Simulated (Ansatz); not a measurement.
**Hypothetical zinc blende SnSe: pressure series**

The parent structure is SnSe in the zinc blende structure (space group F-43m, No. 216; a = 6.779 Å; a hypothetical phase, not in the database extracts checked).

Cell and atoms are relaxed at each pressure.

Calculations: PBE/PAW in Ansatz (a quantum-chemistry and plane-wave program), scalar-relativistic without spin-orbit coupling.

```csv
pressure (GPa),volume per atom (Å³/atom)
-2,41.980
-1,40.321
0,38.934
0.7,38.082
1.5,?
3,35.750
5,34.091
7.5,32.364
10,30.965
```

Problem. Fit the third-order Birch–Murnaghan form P(V) = (3B₀/2)[(V₀/V)^(7/3) − (V₀/V)^(5/3)]·[1 + (3/4)(B₀′ − 4)((V₀/V)^(2/3) − 1)] (squares taken in P) to the rows shown and predict the withheld row.

Solution. Least squares on the printed values gives V₀ = 38.946 Å³/atom, B₀ = 30.3 GPa, B₀′ = 3.3; this predicts 37.196 Å³/atom, and the run gives 37.207 Å³/atom, 0.011 higher.

Load acts through the strain it causes; cell and atoms are relaxed under it. No phonon test of stability was made. No other phases were tried under pressure. The final runs are not spin-polarised.
